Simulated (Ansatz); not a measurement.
Consider the following.

End structure of a constructed model of the (111) surface of fcc Ir, a layer of Ge in place of the third plane (bottom of the slab: a bare face, its two planes held):

```yaml
crystal:
  lattice:
    - [2.73720, 0.00000, 0.00000]
    - [-1.36860, 2.37048, 0.00000]
    - [0.00000, 0.00000, 27.00000]
  atoms:
    - { symbol: Ir, position: [0.33333, 0.66667, 0.29773] }
    - { symbol: Ir, position: [0.66667, 0.33333, 0.38050] }
    - { symbol: Ir, position: [0.00000, 0.00000, 0.46407] }
    - { symbol: Ge, position: [0.33333, 0.66667, 0.54106] }
    - { symbol: Ir, position: [0.66667, 0.33333, 0.61680] }
    - { symbol: Ir, position: [0.00000, 0.00000, 0.69962] }
```

Model: 6-atom slab, 10.9 Å thick at the start with caps and adatoms (thin: gaps and levels are the slab's own), 16x16x1 mesh, Fermi-Dirac 0.1 eV, dipole correction, 2 atoms held, the rest relaxed; symmetry of the start imposed; no spin, no spin-orbit, no U. In PBE it lies 0.36 eV a 1x1 cell over the lowest computed structure of the same composition (a layer of Ge in place of the second plane).

Task: Estimate the work function of the top face that PBE (Ansatz, a program for electronic structure) returns for this input.

Result: 5.79 eV
